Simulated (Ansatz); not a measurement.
# tetragonal ZrO2 (1 1 0) on alpha cristobalite (0 0 1) (film strained to the substrate, faces as cut)

A periodic stack without vacuum, tetragonal ZrO2 (1 1 0) on alpha cristobalite (0 0 1) (film strained to the substrate, faces as cut): substrate slab Si7O16, film Zr10O16, surface cells [[0, 1], [-1, 0]] and [[0, -1], [1, 0]], film strained by -3.8 and -0.7 %, faces O/O and Zr/Zr as cut (like faces can put a slab off its formula).

The start was prepared with a machine-learned potential, and the result is one local minimum, with the in-plane cell held and forces under 0.04 eV/Å; the film can end far from its bulk form.

Level of theory: PBE (plane waves to 420 eV, PAW; Ansatz, a first-principles code). No spin–orbit coupling; the runs are not spin-polarised; PBE gaps are too small against experiment. Its k-point mesh 5×5×1, Fermi–Dirac width 0.05 eV.

The interface area is 25.8 Å². The period comes out as 26.77 Å. The gaps between the outermost planes at the two interfaces is 1.05 and 0.95 Å, the O–Zr contacts across the interfaces within 1.22 times the sum of covalent radii is 6, mean 2.13 Å and the Si–Zr contacts across the interfaces within 1.22 times the sum of covalent radii is 4, mean 3.41 Å.

```xyz
49
Lattice="5.0750 -0.0009 0.2866 -0.0015 5.0829 0.0408 -0.6186 -1.0602 26.7688" Properties=species:S:1:pos:R:3 pbc="T T T"
Si     1.8357     0.9212     5.6605
Si     4.9082     3.5201     2.2220
Si     4.4805     0.8889     3.9756
Si     1.7661     3.4571     7.5153
O      1.3897     2.2177     6.5330
O      3.1224     1.3258     4.7509
O      5.0079     2.1389     3.0797
O      5.6497     0.4673     5.0248
O      1.2895     4.0137     1.4531
O      2.2428     4.7577     6.6626
O      4.0224     3.1424     0.8536
O      4.1402    -0.3995     3.0290
Si     1.4049     1.0714    12.9618
Si     4.2020     3.3899     9.4910
Si     4.1127     0.8275    11.3001
O      0.8795     2.4631    13.5849
O      2.8183     1.2836    12.1726
O      4.5831     2.0774    10.3718
O      0.2831     0.4033    11.9828
O      0.4472     3.8581     8.3777
O      1.7540     0.0527    14.2373
O      2.9872     2.9977     8.4842
O      3.7152    -0.4613    10.3940
Zr     0.4567     3.5081    15.2429
Zr     3.1641     0.4064    15.7422
Zr     3.0792     2.8791    18.0426
Zr     0.7720     0.2900    18.2815
O      4.3822     4.4796    17.3427
O      4.1133     2.1389    16.1298
O      1.8436     4.1434    16.7277
O      1.8209     1.5807    17.1283
Zr     1.0608     3.2379    21.0577
Zr     3.3189     0.7058    20.7560
O      2.2764     4.3007    19.3959
O      1.8467     1.7830    19.7510
O     -0.1903     4.5031    20.0510
O     -0.7261     1.6444    18.7129
Zr     3.5730     2.8022    23.5046
Zr     1.3254     0.2981    23.7906
O      0.1486     4.0174    22.8979
O     -0.5452     1.9940    21.4483
O      2.5643    -0.7742    22.0712
O      2.0803     1.7241    22.4389
Zr     1.7926     3.2949    26.5930
Zr     3.7941     0.5940    26.2023
O      2.8682     4.3051    24.8103
O      2.3229     1.7935    25.1614
O      0.4500    -0.4452    25.7719
O     -0.3139     1.4601    24.1654
```
